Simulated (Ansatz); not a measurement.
How far PBE and r2SCAN part for AlN, x(Ga) = 0.667, 6 atoms, I-4m2

Start from AlN in the zinc blende structure (space group F-43m, No. 216; a = 4.403 Å).

(Cell as relaxed with PBE.)

Levels (all Ansatz, an electronic-structure program, PAW, earlier PAW set): PBE (420 eV, no spin-orbit coupling); r2SCAN (500 eV, no spin-orbit coupling).

Each level relaxes its own structure.

| base | PBE | r2SCAN |
|---|---|---|
| volume per atom | 10.67 Å³ | 10.43 Å³ |
| lattice parameter a | 4.403 Å | 4.370 Å |
| band gap | 3.31 eV | 3.93 eV |

The change: Ga replaces 66.7 % of the Al, ordered in a cell of 6 atoms (starting symmetry I-4m2) and fully relaxed.

```json
[
 {"quantity": "shortest interatomic distance", "PBE": "1.911 Å", "r2SCAN": "1.895 Å"},
 {"quantity": "valence-band top at Γ (three highest levels, from the VBM)", "PBE": "0.00, 0.00, -0.12 eV", "r2SCAN": "0.00, 0.00, -0.12 eV"},
 {"quantity": "gap character (in this cell's own zone, which can be folded)", "PBE": "direct at Γ", "r2SCAN": "direct at Γ"}
]
```

PBE's shortest interatomic distance lies 0.016 Å above r2SCAN's (0.8 %); the two agree on the valence-band top at Γ and gap character. Neither level is exact; r2SCAN is the comparison here, not a measurement.

Each cell is one ordered arrangement of few atoms, which overstates ordering effects compared with a random alloy. Stability against distortions was not tested. This is not the structure that AlN has at room temperature and ambient pressure. This is not the structure that GaN has at room temperature and ambient pressure. k-point labels follow each cell's own Brillouin zone.
